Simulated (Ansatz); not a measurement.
# What biaxial strain −0.55 %, plane normal [001], relaxed out of plane does to ZnCu2GeS4

Take ZnCu₂GeS₄ (space group I-4, No. 82; a = 5.2668 Å, c = 10.4854 Å) as the base. Axes: x, y, z lie along a, b, c of the conventional cell.

Modification: compressive biaxial strain of 0.55 % in the plane normal to [001], as in epitaxy on a mismatched substrate; the out-of-plane cell vector and the atoms relax.

Level of theory: PBEsol/PAW in Ansatz (a quantum-chemistry and plane-wave program), no spin-orbit coupling, earlier PAW set. k-mesh 9×9×9 (Γ-centred); smearing 0.05 eV (Fermi–Dirac).

- Volume per atom: 18.10 Å³ (base 18.18 Å³)
- Space group: I-4 (No. 82) (base I-4 (No. 82))
- Shortest interatomic distance: 2.253 Å (base 2.256 Å)
- Energy relative to the base (free energy F): +0.4 meV/atom
- Pressure (mean of the normal stresses, compression positive): 0.38 GPa (base 0.00 GPa)
- Band gap: 0.63 eV (base 0.60 eV)
- Gap character: direct at Γ (base direct at Γ)
- Width of the top valence band: 0.97 eV (base 0.99 eV)
- Valence-band top at Γ (three highest levels, from the VBM): 0.00, -0.05, -0.05 eV (base 0.00, -0.08, -0.08 eV)
- Out-of-plane strain: +0.66 %
- Mean in-plane stress (compression positive): +0.6 GPa

Final structure (turned so that z lies along the plane normal):

```xyz
8
Lattice="5.2379 0.0000 0.0000 0.0000 5.2379 0.0000 2.6189 -2.6189 5.2774" Properties=species:S:1:pos:R:3 pbc="T T T"
Cu     0.0000     0.0000     0.0000
Cu     2.6189     0.0000     2.6387
Zn     5.2379     2.6189     2.6387
Ge     2.6189     2.6189     0.0000
S      6.5703    -1.2807     3.9730
S      3.9054     1.2807     3.9730
S      1.3382     1.2865     1.3044
S      3.8996     3.9514     1.3044
```

Cost of the whole job for the changed cell (relaxation, final SCF and bands): about 8 core-minutes (a rough figure).

Stability against distortions was not tested. All final runs are without spin polarisation.
